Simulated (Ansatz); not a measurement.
Structures of equal composition on the (111) surface of fcc Rh: a layer of Ti in place of the second plane; a layer of Ti in place of the third plane. The slabs share one bottom face, and each structure is named by its start. These are constructed structures in small cells; real faces may alloy, dewet or reconstruct in larger ones, and not all known structures of the face are among them. Slabs of about 11 Å, Fermi-Dirac smearing of 0.1 eV. Bottom of the slabs: a bare face, its two planes held. Relaxed from the named starts with such symmetry as they have, on meshes of like density; energies extrapolated to zero smearing; spin only where a row says so; no spin-orbit coupling, no U. Brackets mark spin-polarised runs, whose order is one that fits the cell.

Computed with PBE (plane waves to 420 eV, PAW; Ansatz, an electronic-structure program).

Rank these by energy per 1x1 cell (lowest first), as PBE gives it.

a layer of Ti in place of the second plane (0.000 eV), a layer of Ti in place of the third plane (0.587 eV)
